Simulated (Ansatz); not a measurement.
Ansatz (an electronic-structure program) run on NiAl (Pm-3m, 2 atoms in the cell): relaxation of cell and atoms.

Level of theory: LDA (PW92), PAW files made with PBE (plane waves; Ansatz).

The change in words: atoms on their sites; relax: default → cell and atoms. Reference geometry:
```
NiAl
1.0
    2.88133     0.00000     0.00000
    0.00000     2.88133     0.00000
    0.00000     0.00000     2.88133
Al Ni
1 1
Direct
  0.50000   0.50000   0.51735
  0.00000   0.00000   0.00000
```

Reference input (self-consistent single point, DFT, LDA (PW92), plane waves, PAW files made with PBE): basis.ecutwfc = 30.9 Ry; kpoints.mp_grid.grid = 11 11 11; hamiltonian.xc = lda; hamiltonian.pseudopotentials = {kind: paw} (the program's default PAW files); scf.occupations.method = fermi_dirac; scf.occupations.width = 0.0073 Ry. This run's input differs from it in these lines:

```diff
@@ -6,3 +6,3 @@
   atoms:
-    - { symbol: Al, position: [0.50000000, 0.50000000, 0.51735300] }
+    - { symbol: Al, position: [0.50000000, 0.50000000, 0.50000000] }
     - { symbol: Ni, position: [0.00000000, 0.00000000, 0.00000000] }
@@ -17,2 +17,4 @@
   occupations: { method: fermi_dirac, width: 0.0073 Ry }
+relax:
+  cell: {}
 output:
```

Log, with long lists cut:

```
   [... SCF lines of the steps left out ...]
relax step   1: F+E_penalty+E_count = -6287.65215332 eV  Δ(F+E_penalty+E_count) = +0.000e0 eV  max|allowed force component| = 4.098e-31 eV/Å  Δτ_max = 0.0000 Å  P = -8.405 GPa  Ω = 23.921 Å³  (8 SCF iters, dr2 threshold 1.00e-7 eV, accepted)
relax step   2: F+E_penalty+E_count = -6287.67981197 eV  Δ(F+E_penalty+E_count) = -2.766e-2 eV  max|allowed force component| = 7.231e-31 eV/Å  Δτ_max = 0.0000 Å  P = -3.446 GPa  Ω = 23.188 Å³  energy of the carried Pulay correction = +2.186e-4 eV  [...]
relax step   3: F+E_penalty+E_count = -6287.68478711 eV  Δ(F+E_penalty+E_count) = -4.975e-3 eV  max|allowed force component| = 5.752e-32 eV/Å  Δτ_max = 0.0000 Å  P = +0.318 GPa  Ω = 22.704 Å³  energy of the carried Pulay correction = +3.665e-4 eV  [...]
relax step   4: F+E_penalty+E_count = -6287.68481355 eV  Δ(F+E_penalty+E_count) = -2.644e-5 eV  max|allowed force component| = 5.752e-32 eV/Å  Δτ_max = 0.0000 Å  P = -0.000 GPa  Ω = 22.743 Å³  energy of the carried Pulay correction = +3.545e-4 eV  [...]
relax step   5: F+E_penalty+E_count = -6287.68456892 eV  Δ(F+E_penalty+E_count) = +2.446e-4 eV  max|allowed force component| = 5.341e-32 eV/Å  Δτ_max = 0.0000 Å  P = -0.023 GPa  Ω = 22.743 Å³  stress off target by 2.33e-2 GPa  SCF on the basis [...]
basis re-selected at this cell: Δ(F+E_penalty+E_count) = +2.446e-4 eV, ΔP = -0.023 GPa vs the last step
the relaxation is at rest under the 48 symmetry operations that the run kept from its start: a minimum is not shown …
Stability not checked: this state was not tested for a lower state beside it, because too few of the mixer's solves of this state at the end of the SCF gave a …
Free energy (F): -6287.684569 eV
Internal energy: -6287.654522 eV  (E = F + TS)
   [... lines left out ...]
Fermi energy:    14.404177 eV
   [... lines left out ...]
  cell:  # Å, volume = 22.7431 Å³
    - [2.833237847707602, 6.901248967387595e-34, -3.611118645726069e-35]
    - [6.901248967387595e-34, 2.833237847707602, 2.8888949165808538e-34]
    - [-3.611118645726069e-35, 2.8888949165808538e-34, 2.833237847707602]
  atoms:
    - { symbol: Al, position: [0.5, 0.5, 0.5] }
    - { symbol: Ni, position: [6.614543194055256e-36, -2.262870040071985e-36, 1.0444015569563556e-36] }
```

The run converged.  The full log also holds: “iter 5 did not close the SCF: its close was put off for the readings that it lacked (scf_convergence_deferred on its scf_iter line)”. The full log also holds: “iter 5 did not close the SCF: its close was put off for the readings that it lacked (scf_convergence_deferred on its scf_iter line)”.

Summary of the result:
| Item | Result |
|---|---|
| Free energy E − TS (on the zero of these files) | -6287.6846 eV |
| Fermi level (on the code's own zero) | 14.40 eV |
| Pressure | -0.02 GPa |
| Final cell | a = b = c = 2.8332 Å, α = β = γ = 90.00° |
| Final volume per atom | 11.37 Å³ |
| Relaxation steps | 5 |

The starting cell has typed, rounded lattice constants, without a prior relaxation at this level. Its lattice was rescaled by up to half a per cent. Spin polarisation is off. The relaxation keeps the symmetry of its start, so its end need not be a minimum. Ansatz's pressure includes its estimate of the finite-basis (Pulay) stress.

Keys are those of Ansatz 0.2.
